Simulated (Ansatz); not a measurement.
Start from HfO₂ in the fluorite structure (space group Fm-3m, No. 225; a = 5.098 Å).

Computed with Ansatz (an electronic-structure program) PBE, no SOC.

For the base:

| Quantity | Result |
|---|---|
| Band gap | 3.75 eV |
| Volume per atom | 11.04 Å³ |

Now apply this change: a negative pressure, −2 GPa.

**Question.** How does this affect the band gap?

**Answer.** The band gap drops by 0.02 eV to 3.73 eV.

**Question.** How does this affect the volume per atom?

**Answer.** The volume per atom rises by 0.09 Å³ (11.04 Å³ → 11.13 Å³).

With Hf present, leaving out spin-orbit coupling can change the band edges. Load acts through the strain it causes; cell and atoms are relaxed under it. No phonon test of stability was made. This is not the structure that HfO2 has at room temperature and ambient pressure.
